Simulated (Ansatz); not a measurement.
Rh: energy against strain

Rh (fcc, Fm-3m, 13.735 Å³/atom at rest) under an equal strain ε in the (111) plane with the normal axis free, as in a coherent film. r2SCAN in Ansatz, a plane-wave DFT program (PAW, default set), 500 eV, 30×30×30 Γ-centred mesh, Fermi-Dirac smearing 0.10 eV; ions are relaxed within the symmetry of each cell.

Here s stands for strain and y for E less E0.

| strain (%) | E less E0 (meV/atom) |
|---|---|
| -1.25 | 7.91 |
| -0.83 | 3.27 |
| -0.42 | 0.71 |
| 0.00 | 0.00 |
| 0.42 | 1.14 |
| 0.83 | 3.95 |
| 1.25 | 8.49 |
| 2.50 | ? |

Problem. Fit y against s with a parabola, and predict the withheld value at s = 2.50.

Solution. Least squares gives y = -0.002 + 0.3027·s + 5.2483·s². Residuals (row less fit): 0.090, -0.092, -0.087, 0.002, 0.089, 0.085, -0.087; standard error 0.108 (degrees of freedom: 4). Twice the quadratic coefficient over the volume, 2 × 5.2483 meV × 10⁴ × 0.1602 / 13.735 Å³, is twice the biaxial elastic modulus of this plane = 1224 ± 16 GPa. At the withheld row, y = -0.002 + 0.3027 × 2.50 + 5.2483 × 2.50² = 33.557 meV/atom. The calculation gives 31.09 meV/atom, 2.467 meV/atom below the prediction (7.9 % of the range of y in the table). The row lies outside the fitted rows, so this is an extrapolation. From the scatter of the fitted rows alone, a prediction at this place has a standard error of 0.414 meV/atom, so the miss is 6.0 times that.

One order more, fitted to all 13 runs of the series, follows each within 0.02, so the miss is the next term of a smooth law. In a metal these values are sensitive to mesh and smearing; energies are taken to zero smearing, stresses follow the free energy. Rows are the converged runs of the series near zero and its far end; series whose fitted rows scatter by over a few per cent of the range, as at a crossing or softening among them, aren't shown in this form. Most that stay on the fit to the last digits aren't either.
